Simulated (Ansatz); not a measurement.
CaB6-type YB₆ was calculated with r²SCAN-D4 (plane waves, PAW; Ansatz, an electronic-structure program).

Numerical settings: plane-wave cutoff 560 eV, 14×14×14 k mesh, Fermi–Dirac smearing 0.05 eV, scalar-relativistic PAW data made under PBE.

Results at a series of volumes:

| V (Å³/atom) | E − E_lowest (meV/atom) | P (GPa) |
|---|---|---|
| 9.299 | 9.34 | 7.97 |
| 9.492 | 2.26 | 3.80 |
| 9.686 | 0.00 | 0.00 |
| 9.880 | 2.13 | -3.47 |
| 10.073 | 8.26 | -6.63 |

Q: Estimate the bulk modulus from the pressures at 9.492 and 9.880 Å³/atom, and compare it with a fit to all energies.

A: B = −V dP/dV. Between V = 9.492 and 9.880 Å³/atom, dP/dV = (-3.47 − (3.80))/(9.880 − 9.492) = -18.7 GPa per Å³/atom; at the midpoint 9.686 Å³/atom this gives B ≈ 181 GPa. The third-order Birch–Murnaghan fit gives V0 = 9.686 Å³/atom, B0 = 181 GPa, B′ = 3.6, which lies within 1 % of that estimate.

Measured, for comparison: equilibrium volume per atom 9.94 Å³/atom (temperature not stated, not corrected to a static lattice; as tabulated in Wikipedia's data pages). Computed (rounded) less measured: equilibrium volume per atom -2.5 %.

Note: the relaxation could not lower the start's symmetry, so the cell can be a saddle point above a distorted one.

Static lattice: no zero-point or thermal effects.
